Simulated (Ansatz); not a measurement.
Data:

```
Nb
1.0
   -1.66402     1.66402     1.66402
    1.66402    -1.66402     1.66402
    1.66402     1.66402    -1.66402
Nb
1
Direct
  0.00000   0.00000   0.00000
```

No spin polarisation.

The values are results of PBE (Ansatz, a quantum-chemistry and plane-wave program), without spin-orbit coupling, not measurements. Settings: 28×28×28 k-points, 0.1 eV Fermi–Dirac smearing.

### Question
Predict the pressure and band gap.

### Answer
```json
{
 "pressure": "-2.5 GPa",
 "band_gap": "zero"
}
```

The cells carry an imposed strain or load. Whether these cells are dynamically stable was not tested. All final runs are without spin polarisation. The cell was made from Nb in the bcc (W type) structure (space group Im-3m, No. 229) by this change: isotropic strain +0.50 %.
